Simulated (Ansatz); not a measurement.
Take Be₂Si (space group Fm-3m, No. 225; a = 5.284 Å; a model cell, its experimental status unchecked; relaxed with 0.1 eV smearing) as the base. Axes: x, y, z lie along the cube axes.

The values are results of Ansatz (a first-principles code), PBE, PAW, cutoff 420 eV, spin-orbit coupling left out, not measurements.

Now apply this change: compressive biaxial strain of 3.75 % in the plane normal to [110], as in epitaxy on a mismatched substrate; the out-of-plane cell vector and the atoms relax.

Question: Predict the new energy relative to the base.

Answer: The energy rises by 22 meV/atom.

Question: What does the calculation give for the ratio −ε⊥/ε∥ after the change?

Answer: The ratio −ε⊥/ε∥ amounts to 0.76.

Question: How does this affect the in-plane stress?

Answer: The mean in-plane stress (compression positive) comes out as +7.7 GPa.

Stability against distortions was not tested. All final runs are without spin polarisation.
